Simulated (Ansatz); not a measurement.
Gap of a one-dimensional MgO body, 20 atoms a period at several levels, all on one geometry.

```yaml
crystal:
  lattice:
    - [17.50000, 0.00000, 0.00000]
    - [0.00000, 17.50000, 0.00000]
    - [0.00000, 0.00000, 3.98299]
  atoms:
    - { symbol: Mg, position: [0.68421, 0.50000, 0.00000] }
    - { symbol: O, position: [0.65205, 0.61047, 0.00000] }
    - { symbol: Mg, position: [0.55692, 0.67520, 0.00000] }
    - { symbol: O, position: [0.44192, 0.67874, 0.00000] }
    - { symbol: Mg, position: [0.35097, 0.60828, 0.00000] }
    - { symbol: O, position: [0.31206, 0.50000, 0.00000] }
    - { symbol: Mg, position: [0.35097, 0.39172, 0.00000] }
    - { symbol: O, position: [0.44192, 0.32126, 0.00000] }
    - { symbol: Mg, position: [0.55692, 0.32480, 0.00000] }
    - { symbol: O, position: [0.65205, 0.38953, 0.00000] }
    - { symbol: O, position: [0.68794, 0.50000, 0.50000] }
    - { symbol: Mg, position: [0.64903, 0.60828, 0.50000] }
    - { symbol: O, position: [0.55808, 0.67874, 0.50000] }
    - { symbol: Mg, position: [0.44308, 0.67520, 0.50000] }
    - { symbol: O, position: [0.34795, 0.61047, 0.50000] }
    - { symbol: Mg, position: [0.31579, 0.50000, 0.50000] }
    - { symbol: O, position: [0.34795, 0.38953, 0.50000] }
    - { symbol: Mg, position: [0.44308, 0.32480, 0.50000] }
    - { symbol: O, position: [0.55808, 0.32126, 0.50000] }
    - { symbol: Mg, position: [0.64903, 0.39172, 0.50000] }
```

Levels: PBE (plane waves to 420 eV, PAW; Ansatz, an electronic-structure program); r2SCAN (plane waves to 500 eV, PAW; Ansatz); HSE06 (Ansatz). Unmarked values and the geometry are of the first. Mesh 1×1×8. No spin polarisation. Periodic along z alone, with about 11 Å of vacuum beside it. A hypothetical model. Only distortions within the start's symmetry and period were free. HSE06 ran on a 1×1×5 mesh and at PBE's edge points.

| level | gap (eV) |
|---|---|
| PBE | 3.00 |
| r2SCAN | (withheld) |
| HSE06 | 4.37 |

Question: What belongs in the gaps?

Answer: 
- r2SCAN, gap (eV): 3.44
